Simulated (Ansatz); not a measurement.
The starting structures come from a database of crystals and need not be the phases stable at ambient conditions.

By PBEsol, the system below comes out a metal.

Consider the following.

```
CELL_PARAMETERS angstrom
      4.12294     0.00000     0.00000
     -2.06147     3.57057     0.00000
      0.00000     0.00000     4.98471
ATOMIC_POSITIONS crystal
  Ba 0.00000 0.00000 0.00000
  Si 0.66667 0.33333 0.50000
  Si 0.33333 0.66667 0.50000
```

Space group of this cell: P6/mmm. The cell is strained (lengths along the current scaled by 0.97, ions clamped).

The current flows along the normal of the first two printed cell vectors, the (001) (indices of the unstrained crystal) plane of the conventional cell. No spin-orbit coupling; the value is a mean over 0.1 eV about the Fermi level.

Task: Estimate the ballistic conductance per area that PBEsol (Ansatz, a program for electronic structure) returns for this system.

Result: 0.35 × 10¹⁵ S/m² for both spins.
